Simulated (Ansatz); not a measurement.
Take Al in the fcc (Cu type) structure (space group Fm-3m, No. 225; a = 4.014 Å) as the base. Axes: x, y, z lie along the cube axes.

Modification: biaxial strain +2.32 %, plane normal [001], relaxed out of plane (Cartesian); in-plane vectors clamped, the third vector and the atoms free.

Levels (all Ansatz, a program for electronic structure, PAW): PBEsol (420 eV, no spin-orbit coupling); r2SCAN (500 eV, no spin-orbit coupling).

The geometry is relaxed with PBEsol.

```
Item                Value
---------------  --------
PBEsol pressure  -1.5 GPa
```

With r2SCAN at the same geometry, the pressure shrinks by 1.5 GPa (-1.5 GPa → -3.0 GPa).

Single points use the geometry relaxed with PBEsol. Their cutoffs differ, which shifts pressures a little. Whether these cells are dynamically stable was not tested.
